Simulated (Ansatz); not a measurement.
For InP (model structure, started from the BN type, Pm-3n, No. 223, 12 atoms in the cell), PBE-D3(BJ) (plane waves, PAW; Ansatz, a first-principles code) gives:

* **lattice parameter a**: 7.271 Å
* **cohesive energy**: 3.24 eV/atom

Problem. What does r²SCAN+rVV10 (Ansatz, plane waves, PAW) give for the same quantities?

Solution. 
- lattice constant a: 7.249 Å (decreases by 0.3 %)
- cohesive energy: 3.24 eV/atom (hardly moves)

Changes are worked out from the printed values.

Unless a cell is named, each level is at its own relaxed cell (PBE-D3(BJ) 32.04, r²SCAN+rVV10 31.74 Å³/atom).

Levels without +SOC leave out spin–orbit coupling, which shifts energies and cells of such heavy elements.

Ansatz's density-functional and Hartree–Fock values are scalar-relativistic unless marked +SOC, with PAW data made under PBE.

A model structure was made by putting elements into a prototype or built by hand; it is no filed structure, need not be a known phase, and can be a saddle point held by its symmetry.
